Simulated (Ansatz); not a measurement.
Consider ScAl$_{3}$ in the Cu3Au type structure (space group Pm-3m, No. 221; a = 4.072 Å).

Levels (all Ansatz, a quantum-chemistry and plane-wave program, PAW, earlier PAW set): PBEsol (420 eV, no spin-orbit coupling); r2SCAN (500 eV, no SOC).

The geometry is relaxed with PBEsol.

| Quantity | Result |
|---|---|
| PBEsol pressure | 0.0 GPa |

Q: How does going to r2SCAN change the pressure?

A: The pressure goes from zero to 1.0 GPa.

Single points use the geometry relaxed with PBEsol. Their cutoffs differ, which shifts pressures a little. No phonon test of stability was made. All final runs are without spin polarisation.
